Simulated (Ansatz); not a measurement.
Base system: WSi2 (space group I4/mmm, No. 139; a = 3.211 Å, c = 7.805 Å; relaxed with 0.1 eV smearing).

Structures relaxed with DFT with r2SCAN, PAW potentials and a 500 eV plane-wave cutoff in Ansatz (an electronic-structure program), no SOC.

Base:

Simulated powder pattern, Mo Kα, λ = 0.71073 Å (kinematic, ideal powder, no thermal factors, no anomalous dispersion; the 14 strongest lines at most, above 2 %, up to 2θ = 40°):

```
2θ (°)  I/Imax (%)    hkl
------  ----------  -----
10.45           48  (002)
13.74          100  (101)
18.01           62  (110)
20.25           91  (103)
20.86           36  (112)
25.57           24  (200)
27.69           17  (202)
27.79           16  (114)
29.14           28  (211)
29.33           14  (105)
32.83           45  (213)
33.31          9.2  (204)
36.70           16  (116)
39.29           11  (215)
```

The change: the cell is scaled by 0.9858 in all directions, atoms relaxed at fixed cell.

Question: Where do the lines fall after the change?

Answer: 
Simulated powder pattern, Mo Kα, λ = 0.71073 Å (kinematic, ideal powder, no thermal factors, no anomalous dispersion; the 14 strongest lines at most, above 2 %, up to 2θ = 40°):

```
2θ (°)  I/Imax (%)    hkl
------  ----------  -----
10.60           47  (002)
13.94          100  (101)
18.27           62  (110)
20.54           90  (103)
21.17           36  (112)
25.95           24  (200)
28.10           16  (202)
28.20           16  (114)
29.57           28  (211)
29.76           14  (105)
33.32           44  (213)
33.81          9.1  (204)
37.25           15  (116)
39.88           11  (215)
```

The indices refer to the base's conventional cell; one index is shown for lines that coincide.

The cells carry an imposed strain or load. No phonon test of stability was made. All final runs are without spin polarisation.
